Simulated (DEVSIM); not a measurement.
System: illuminated Si n-on-p cell, one wavelength, at 300 K.

```
layer (left to right)  material  thickness (μm)  Nd (cm⁻³)  Na (cm⁻³)  τn (s)  τp (s)  absorption coefficient (cm⁻¹)
---------------------  --------  --------------  ---------  ---------  ------  ------  -----------------------------
1                            Si           0.130     3.4e18          -  5.6e-9  1.4e-8                            140
2                            Si            94.0          -     2.7e15  3.5e-7  3.5e-7                            140
```

Left contact: ohmic, minority hole recombination velocity 900 cm/s. Right contact: ohmic, minority electron recombination velocity 30000 cm/s. Voltage is applied to the left contact. Recombination: SRH at mid-gap, radiative, Auger. Gap narrowing is on: ΔEg = 6.92 meV × (l + √(l² + 0.5)), l = ln(N/1.3e17 cm⁻³), shared equally by both band edges. Light enters at the left, 9.9e16 photons cm⁻² s⁻¹, one pass, no reflection. Mobility is μmin + (μ − μmin)/(1 + (N/Nref)^α).

Constants are typed, rounded textbook-type inputs, not results; the design itself was drawn at random and stands for no fabricated device. Values at 300 K.

| parameter | Si |
|---|---|
| gap (eV) | 1.124 |
| affinity (eV) | 4.05 |
| permittivity | 11.7 |
| Nc (cm⁻³) | 2.86e19 |
| Nv (cm⁻³) | 3.1e19 |
| μn (cm²/Vs) | 1417 |
| μp (cm²/Vs) | 470 |
| μn,min | 52 |
| μp,min | 45 |
| Nref,n | 9.7e16 |
| Nref,p | 2.2e17 |
| αn | 0.68 |
| αp | 0.72 |
| B (cm³/s) | 4.7e-15 |
| Cn (cm⁶/s) | 2.8e-31 |
| Cp (cm⁶/s) | 9.9e-32 |

DEVSIM, 1D drift-diffusion, Boltzmann statistics, complete ionisation; no tunnelling, impact ionisation, image-force lowering or self-heating.

The photon flux was swept, all else fixed.

```
photon flux (cm^-2 s^-1)  share of generated pairs collected at short circuit  open-circuit voltage (V)  short-circuit current (mA/cm²)  largest power (mW/cm²)
------------------------  ---------------------------------------------------  ------------------------  ------------------------------  ----------------------
3e15                                                                    0.438                       ___                             ___                  0.0418
9.9e15                                                                  0.438                     0.405                           0.508                   0.156
3e16                                                                    0.438                     0.435                            1.54                   0.516
9.9e16                                                                  0.438                     0.467                            5.09                    1.86
3e17                                                                    0.439                     0.496                            15.4                    6.07
9.9e17                                                                  0.442                     0.527                            51.3                    21.6
3e18                                                                    0.451                     0.556                             159                    70.8
```

### Question
Complete the blanks.

### Answer

- 3e15, open-circuit voltage (V): 0.372
- 3e15, short-circuit current (mA/cm²): 0.154
